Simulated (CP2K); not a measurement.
Band structure of PbSe (Fm-3m, 2 atoms in the cell).

```
PbSe
1.0
    4.32749     0.00000     0.00000
    2.16375     3.74772     0.00000
    2.16375     1.24924     3.53338
Pb Se
1 1
Cartesian
  0.00000   0.00000   0.00000
  4.32749   2.49848   1.76669
```

Method of the run: PBE, GPW, DZVP-MOLOPT-SR-GTH basis, GTH-PBE potentials (GTH_POTENTIALS) run with CP2K.

Settings: CUTOFF = 400 Ry; REL_CUTOFF = 40 Ry; SMEAR/METHOD = FERMI_DIRAC; ELECTRONIC_TEMPERATURE = 116.05 K; KPOINTS/SCHEME = MONKHORST-PACK 6 6 6; GAMMA_CENTERED = T; XC_FUNCTIONAL = PBE; Pb/BASIS_SET = DZVP-MOLOPT-SR-GTH-q4; Pb/POTENTIAL = GTH-PBE-q4; Se/BASIS_SET = DZVP-MOLOPT-SR-GTH-q6; Se/POTENTIAL = GTH-PBE-q6; METHOD = GPW; EPS_DEFAULT = 1e-11; EXTRAPOLATION = USE_GUESS.

The starting cell has typed, rounded lattice constants, without a prior relaxation at this level. Spin-orbit coupling is off. Values carry the incompleteness of an atom-centred basis.

Problem. Predict the gap along the standard path and the places of the band edges.

Solution. The gap along the path is 0.32 eV, direct at L to within 0.01 eV.

Levels in eV from the top of the valence band on the SCF mesh, bands 2 to 6:
| point | 2 | 3 | 4 | 5 | 6 |
|---|---|---|---|---|---|
| Γ | -6.33 | -1.83 | -1.83 | -1.83 | 4.75 |
| X | -7.43 | -5.03 | -3.23 | -3.23 | 3.72 |
| W | -8.06 | -4.27 | -4.27 | -0.80 | 1.85 |
| K | -8.08 | -4.62 | -2.75 | -2.43 | 3.46 |
| L | -8.85 | -1.52 | -1.52 | 0.00 | 0.32 |
| U | -8.08 | -4.62 | -2.75 | -2.43 | 3.46 |

Higher empty bands are left out: an atom-centred basis made for the valence describes them poorly.
